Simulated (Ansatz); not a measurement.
A periodic model of amorphous Si24O49Be:

```
CELL_PARAMETERS angstrom
     10.33926     0.00000     0.00000
      0.00000    10.33926     0.00000
      0.00000     0.00000    10.33926
ATOMIC_POSITIONS crystal
  Si 0.23800 0.70630 0.48268
  Si 0.87337 0.66024 0.13962
  Si 0.80714 0.14015 0.57423
  Si 0.48471 0.86169 0.54055
  Si 0.11769 0.30633 0.88749
  Si 0.73767 0.43633 0.63055
  Si 0.64230 0.31579 0.04262
  Si 0.38463 0.40437 0.01195
  Si 0.50489 0.34274 0.26898
  Si 0.92958 0.55864 0.85275
  Si 0.65735 0.04675 0.96103
  Si 0.52392 0.86960 0.81689
  Si 0.39945 0.70412 0.04524
  Si 0.15729 0.68729 0.21069
  Si 0.17742 0.45934 0.38300
  Si 0.87937 0.18708 0.01668
  Si 0.89211 0.46120 0.37375
  Si 0.09478 0.09597 0.66653
  Si 0.46658 0.05182 0.33519
  Si 0.19531 0.14691 0.39266
  Si 0.73777 0.85880 0.64112
  Si 0.02767 0.80078 0.69072
  Si 0.62468 0.83210 0.16461
  Si 0.90801 0.16221 0.30754
  O  0.82304 0.50317 0.74759
  O  0.26192 0.33622 0.94236
  O  0.63528 0.80900 0.52900
  O  0.85885 0.59964 0.99164
  O  0.05579 0.11138 0.32887
  O  0.76573 0.76545 0.19355
  O  0.02941 0.22023 0.98802
  O  0.47967 0.00830 0.48556
  O  0.80675 0.10911 0.41729
  O  0.18105 0.52977 0.23800
  O  0.52752 0.19476 0.31918
  O  0.52385 0.71193 0.14277
  O  0.65905 0.90833 0.03268
  O  0.03273 0.48454 0.44090
  O  0.66917 0.81055 0.77783
  O  0.80734 0.08300 0.91889
  O  0.38418 0.76420 0.47021
  O  0.16053 0.75398 0.35381
  O  0.43525 0.79493 0.92243
  O  0.43439 0.86577 0.68864
  O  0.48417 0.43872 0.38748
  O  0.00314 0.69294 0.80459
  O  0.88542 0.80838 0.61710
  O  0.54935 0.02346 0.84885
  O  0.58702 0.48015 0.63805
  O  0.79365 0.32153 0.99723
  O  0.19541 0.09496 0.54328
  O  0.07268 0.95014 0.72996
  O  0.04107 0.44387 0.86365
  O  0.63466 0.38155 0.18572
  O  0.52916 0.37500 0.94867
  O  0.14824 0.74792 0.60376
  O  0.26479 0.54827 0.48319
  O  0.74381 0.27616 0.62417
  O  0.26880 0.75158 0.11961
  O  0.95779 0.14968 0.61429
  O  0.86571 0.54902 0.24873
  O  0.54764 0.93871 0.25585
  O  0.89938 0.31691 0.31574
  O  0.30901 0.07074 0.31107
  O  0.78807 0.48613 0.48779
  O  0.86704 0.12203 0.16080
  O  0.38687 0.35265 0.16211
  O  0.73729 0.01716 0.64196
  O  0.14431 0.20812 0.76614
  O  0.36830 0.55923 0.99677
  O  0.01936 0.72120 0.14381
  O  0.21653 0.30630 0.38665
  O  0.60560 0.16145 0.05475
  Be 0.51176 0.47437 0.51909
```

Methods: PBE, scalar-relativistic without spin-orbit coupling (Ansatz, a quantum-chemistry and plane-wave program); r2SCAN, scalar-relativistic without spin-orbit coupling (Ansatz); HSE06, scalar-relativistic without spin-orbit coupling (Ansatz). Neutral PBE cell, which sets geometry, pressure and energy: sampling: a 2×2×2 Γ-centred mesh; Fermi-Dirac width 0.02 eV; no spin polarisation. Exact exchange is cut at the faces of this 10 Å cell, which leaves hybrid gaps a finite-size error.

It comes from a melt-quench run on a machine-learned potential (CHGNet), relaxed afterwards by DFT. O atoms were pushed apart under 1.9 Å during the dynamics, to hinder bonds among them. The hot cell started wider than the set density and was brought back towards it in steps. It is the lowest in DFT energy of 2 quenches. It is a model cell: composition and starting density were chosen by hand, and all elements were melted together. No dispersion term was used. Its density started from a set value of 2.20 and ended at 2.20 g/cm³. Cooling (nominally 400 K/ps over its main leg) ran many orders faster than in experiment, which tends to leave more defects and strain. One small periodic cell is one sample of the glass; other quenches scatter about these values. The volume was held where the preparation left it.

Q: Give the pressure and the spacing of the highest filled and lowest empty levels.

A: 
```json
{
  "Pressure on a 2×2×2 Γ-centred mesh": "-0.32 GPa",
  "Largest force and stress component on that mesh (the relaxation ran on the zone centre alone)": "0.03 eV/Å and 1.3 GPa",
  "Gap on a 2×2×2 Γ-centred mesh (PBE)": "5.21 eV",
  "Gap at the zone centre (PBE)": "5.21 eV",
  "Gap at the zone centre (r2SCAN)": "5.90 eV",
  "Gap at the zone centre (HSE06)": "7.03 eV",
  "Distance between the nearest levels spread over more than a fifth of the atoms or a third of the atoms of their main element (six at least) (PBE, zone centre)": "5.21 eV"
}
```

Q: At PBE and the zone centre, how localised are the states just below and above the Fermi level (participation number: the atoms over which a state spreads)?

A: The highest filled state is spread over 17.0 atoms' worth, largest on O30, with weights by element (charge in smoothed Voronoi cells) O 0.97, Si 0.03, Be 0.00. The lowest empty state is spread over 66.4 atoms' worth, largest on Be74, with weights by element (charge in smoothed Voronoi cells) O 0.69, Si 0.28, Be 0.03.

Bonds are counted up to Si-Si 2.60 Å, Si-O 1.90 Å, Si-Be 2.28 Å, O-O 1.58 Å, O-Be 1.94 Å, Be-Be 2.11 Å. Two cations that share two anions don't count as bonded, nor two that share one unless they lie closer than Si-Si 2.38 Å, Si-Be 2.21 Å, Be-Be 2.05 Å.

Added carriers, by Ansatz with PBE, scalar-relativistic without spin-orbit coupling on the zone centre alone. Charged cells keep the cell fixed and stand in a uniform background, with no image correction, at a width of 0.01 eV; where the count is odd the moment is locked at 1 μB, unless the neutral cell bore moments. Each starts from the undistorted neutral geometry alone. PBE's self-interaction favours spread-out carriers, so it can miss traps that a hybrid finds.

Q: What happens at PBE when the cell takes an extra electron and the atoms relax?

A: Relaxation lowers the charged cell by 0.02 eV. The largest moves are Be74 0.04 Å, O45 0.03 Å, O31 0.02 Å, Si9 0.02 Å. The level that holds the added charge spreads over 65.9 atoms' worth, most on Be74 (weight 0.03): a carrier spread over the cell. No bond crosses its cut-off with a change of over 0.15 Å (metal-metal contacts aside). Made neutral again at that geometry, the cell lies +0.02 eV from the neutral start.

Q: What happens at PBE when the cell takes a hole and the atoms relax?

A: Relaxation lowers the charged cell by 0.03 eV. The largest moves are Be74 0.05 Å, O42 0.04 Å, O41 0.04 Å, O61 0.04 Å. The level that was emptied spreads over 29.1 atoms' worth, most on O30 (weight 0.07): a carrier spread over the cell. No bond crosses its cut-off with a change of over 0.15 Å (metal-metal contacts aside). Made neutral again at that geometry, the cell lies +0.05 eV from the neutral start.
